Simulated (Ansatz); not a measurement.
**Response to strain in hypothetical P6_3/mmc PbS**

Consider PbS (space group P6_3/mmc, No. 194; a = 5.001 Å, c = 5.982 Å; a hypothetical phase, not in the database extracts checked). Axes: x lies along a and z along c of the hexagonal cell.

Strains are applied to the cell and any free atomic positions relax; under biaxial strain the out-of-plane vector relaxes too; under stress the whole cell relaxes.

Level of theory: DFT with r2SCAN, PAW potentials and a 500 eV plane-wave cutoff in Ansatz (a first-principles code), no spin-orbit coupling.

Notes on the quantities. pressure: mean of the normal stresses, compression positive.

| case | pressure | band gap |
|---|---|---|
| base | -0.01 GPa | 1.73 eV |
| biaxial strain −1.69 %, plane normal [001], relaxed out of plane | 1.38 GPa | 1.63 eV |
| biaxial strain −1.47 %, plane normal [001], relaxed out of plane | 1.18 GPa | 1.64 eV |
| biaxial strain −0.77 %, plane normal [001], relaxed out of plane | 0.59 GPa | 1.69 eV |
| biaxial strain −0.72 %, plane normal [001], relaxed out of plane | 0.55 GPa | 1.69 eV |
| biaxial strain +0.66 %, plane normal [001], relaxed out of plane | -0.47 GPa | 1.76 eV |
| biaxial strain +0.76 %, plane normal [001], relaxed out of plane | -0.54 GPa | 1.76 eV |
| biaxial strain +1.59 %, plane normal [001], relaxed out of plane | -1.06 GPa | 1.79 eV |
| isotropic strain +5.82 % | -5.31 GPa | 1.86 eV |
| uniaxial stress, 0.5 GPa compression along x | – | 1.11 eV |

Spin-orbit coupling, missing from the scalar runs, can matter with Pb. Beyond what the load breaks, stability against distortions was not tested. The base started in P6_3mc and relaxed to P6_3/mmc at this level. Under uniaxial stress, 0.5 GPa compression along x the cell changed shape so far that it is another structure.
